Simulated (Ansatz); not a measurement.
Reference: GaN (P6_3mc), r2SCAN with spin-orbit coupling, rigid bands (plane waves, PAW; Ansatz, an electronic-structure program); axes and stresses refer to this cell.

```
CELL_PARAMETERS angstrom
      3.18259     0.00000     0.00000
     -1.59130     2.75620     0.00000
      0.00000     0.00000     5.18543
ATOMIC_POSITIONS crystal
  Ga 0.33333 0.66667 0.99919
  Ga 0.66667 0.33333 0.49919
  N  0.33333 0.66667 0.37581
  N  0.66667 0.33333 0.87581
```

- Seebeck coefficient, p-type 1e19 cm⁻³: 420 μV/K
- hole mass along z: 1.74 mₑ
- hole conductivity mass: 1.52 mₑ

### Question
Change: hydrostatic pressure of -12 GPa (compression positive). What happens to Seebeck coefficient, p-type 1e19 cm⁻³, hole mass along z, hole conductivity mass?

### Answer
Seebeck coefficient, p-type 1e19 cm⁻³ moves little, to 430 μV/K; hole mass along z moves little, to 1.73 mₑ; hole conductivity mass goes up to 1.60 mₑ.

### Question
Change: hydrostatic pressure of 16 GPa (compression positive). What happens to Seebeck coefficient, p-type 1e19 cm⁻³, hole mass along z, hole conductivity mass?

### Answer
Seebeck coefficient, p-type 1e19 cm⁻³ moves little, to 410 μV/K; hole mass along z moves little, to 1.76 mₑ; hole conductivity mass falls to 1.44 mₑ.

### Question
Change: uniaxial stress along c of -4 GPa (compression positive). What happens to Seebeck coefficient, p-type 1e19 cm⁻³, hole mass along z, hole conductivity mass?

### Answer
Seebeck coefficient, p-type 1e19 cm⁻³ decreases to 399 μV/K; hole mass along z goes up to 2.0 mₑ; hole conductivity mass falls to 1.39 mₑ.

Masses are for dilute carriers at 300 K, harmonic means over directions unless an axis is named. Seebeck coefficients are for the stated density at 300 K, with one relaxation time for all states and whether or not that doping can be reached. Stresses and pressures are the targets of the relaxation.  The structure type is held under load, also where the real crystal would transform.
